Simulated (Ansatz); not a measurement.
Consider this model of amorphous Si$_{40}$O$_{20}$.

```xyz
60
Lattice="11.0725 0.1096 -0.1152 0.1096 8.9512 -0.5226 -0.1152 -0.5226 10.9627" Properties=species:S:1:pos:R:3 pbc="T T T"
Si     8.2622     4.5570     4.6689
Si     9.3810     0.6325     9.8180
Si     3.5791    -0.0568     8.5342
Si     4.9937     3.9283     1.5566
Si     6.9302     2.6400     6.9252
Si     8.9238     0.4585     6.2091
Si     8.6885     2.4396     0.6563
Si     8.6135     0.1540     1.5451
Si     1.9222     7.8262     9.2082
Si     8.0845     5.7338     9.8461
Si     1.4143     5.0271     2.5329
Si     2.3083     1.8882     8.2149
Si     2.8102     3.9517     7.2529
Si     1.6195     2.4895    10.4161
Si    11.1019     7.1973     2.4523
Si     6.6431     3.3538    -0.0040
Si     4.5118     5.1455     8.3668
Si     0.2026     7.3766     7.5327
Si     2.9515     4.7018     0.7320
Si     0.9844     4.4013     8.9236
Si     0.3783     6.7731    -0.0101
Si    10.8675     2.6299     3.7899
Si    10.5452     0.8306     7.7932
Si     0.5656     0.8763     0.0721
Si     6.5514     4.0074     8.9301
Si    10.8635     0.5872     2.1939
Si     3.7043     1.8121     1.6233
Si     7.6199     0.6229     3.6144
Si    10.1732     6.0042     8.8271
Si     9.6355     4.1995     1.7810
Si     5.4398     5.2585     3.4148
Si     3.2542     3.7873     4.9232
Si     5.2520     7.2255     7.3668
Si     2.7346     5.7097     9.9569
Si     9.1710     6.4131     1.1134
Si     9.9587     7.1601     5.4735
Si     5.7519     0.6363    10.7063
Si     5.0724     1.4445     4.8592
Si     7.5370     8.0396     9.4766
Si     5.5642     7.9961     4.3115
O      5.4812     7.2278     5.7447
O      9.2070     3.7509     3.5085
O      6.3342     1.7082     3.7861
O      4.9965     6.8614     3.2424
O      5.4520     2.2421     6.2706
O      7.0308     5.1909     3.8377
O      7.1484     8.2290     3.8942
O      7.8050     3.5519     5.8543
O      2.1219     4.4602     3.9345
O      7.6182     1.1341     7.0002
O      0.7942     1.6447     7.5192
O      8.8781     1.0800     4.6490
O      9.1727     5.7159     5.3460
O      0.2108     3.7499     2.4312
O     10.8394     7.3934     4.1011
O      4.8553     0.7407     1.0334
O      3.6548     2.2090     4.4227
O      4.6811     0.7829     9.4591
O      4.6197     4.6655     4.7134
O      6.7077     7.6339     8.0130
```

Method: PBE, scalar-relativistic without spin-orbit coupling (plane waves to 420 eV, PAW; Ansatz, an electronic-structure program). The usual formal charges leave 120 electrons over, so the level spacing at the Fermi energy parts defect or band states and needn't be the band gap.

A CHGNet melt-quench gave the starting glass, which DFT then relaxed. O atoms were pushed apart under 1.9 Å during the dynamics, to hinder bonds among them. The hot cell started wider than the set density and was brought back towards it in steps. It is the lowest in DFT energy of 2 quenches. It is a model cell: composition and starting density were chosen by hand, and all elements were melted together. No dispersion term was used. Its density started from a set value of 2.16 and ended at 2.21 g/cm³. The simulated quench (nominally 290 K/ps over its main leg) is rapid and tends to freeze in more defects than a deposited or slowly cooled glass has. One small periodic cell is one sample of the glass; other quenches scatter about these values. Volume and shape were free in the relaxation. Stress components on the final sampling reach 1.2 GPa. On a 2×2×2 Γ-centred mesh force components of up to 0.50 eV/Å stay, since the relaxation ran on the zone centre alone. Cycles of charging lowered its energy after that relaxation.

Cut-offs for bonds: Si-Si 2.60 Å, Si-O 2.16 Å, O-O 1.58 Å. Two cations that share two anions don't count as bonded, nor two that share one unless they lie closer than Si-Si 2.38 Å.

Question: Give the coordination numbers, mean bond lengths and angles.

Answer: 
- Mean coordination of Si by anions: 1.05 (20 with 0, 6 with 1, 7 with 2, 6 with 3, 1 with 4); 110 close contacts or bonds to cations besides
- Mean coordination of O: 2.10 (18 with 2, 2 with 3)
- Mean Si-Si bond: 2.401 Å (spread 0.063 Å, 55 counted)
- Mean Si-O bond: 1.688 Å (spread 0.080 Å, 42 counted)
- Bond angle at Si: mean 108.3°, spread 15.1°
- Bond angle at O: mean 132.7°, spread 17.5°

Question: Which atoms depart from the most common coordination of their element?

Answer: Si8 has 3 (Si28 2.34 Å, Si26 2.38 Å, Si7 2.45 Å); Si21 has 1 (Si29 2.35 Å; Si35 at 2.64 Å just beyond; Si15 at 2.62 Å just beyond; Si34 at 2.72 Å just beyond); Si22 has 3 (O54 1.96 Å, O42 2.02 Å, Si26 2.59 Å); Si27 has 2 (O56 1.68 Å, Si4 2.48 Å); Si35 has 3 (Si30 2.36 Å, Si10 2.44 Å, Si15 2.48 Å; Si21 at 2.64 Å just beyond); O42 has 3 (Si1 1.70 Å, Si30 1.84 Å, Si22 2.02 Å); O54 has 3 (Si11 1.76 Å, Si30 1.77 Å, Si22 1.96 Å).
